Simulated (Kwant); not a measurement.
System: quantum point contact (saddle potential) in a CdTe two-dimensional gas. Effective mass 0.096 mₑ, grid spacing 5 nm, hard walls, nominal width 150 nm (29 grid rows, so walls 150 nm apart), one parabolic valley, scattering region 450 nm long along x; energies count from the band bottom; Fermi energy 0.00697 eV. Potential (V0 + ½k y²) cos²(πx/L) for |x| < L/2, with V0 swept from 0.0073185 to 0 eV, k = 1.1e-05 eV/nm², L = 290 nm.

The device is made up for the run: typed textbook-type constants, with dimensions and the other settings drawn at random.

Model: effective-mass tight-binding model on a square grid, one spin, coherent transport at 0 K (Kwant). Conductance is in e²/h.

Task: Compare with the saddle-point formula G = Σ 1/(1 + exp(−2π(E − V0 − ħωy(n + ½))/ħωx)), taking ħωy = ħ√(k/m) and ħωx from the curvature along x of V0 plus half of the mode's confinement energy.

Result: ħωy = 2.95 meV; at V0 = 5.94 meV the lowest mode has ħωx = 1.12 meV.

```tsv
V0 (meV)	formula	simulation
6.89	0.00062	0.00057
5.94	0.075	0.079
4.99	0.96	0.96
4.03	1.00	1.00
3.08	1.03	1.04
2.12	1.95	1.96
```

The formula takes a parabolic saddle in the continuum; the run has the full potential on a grid.
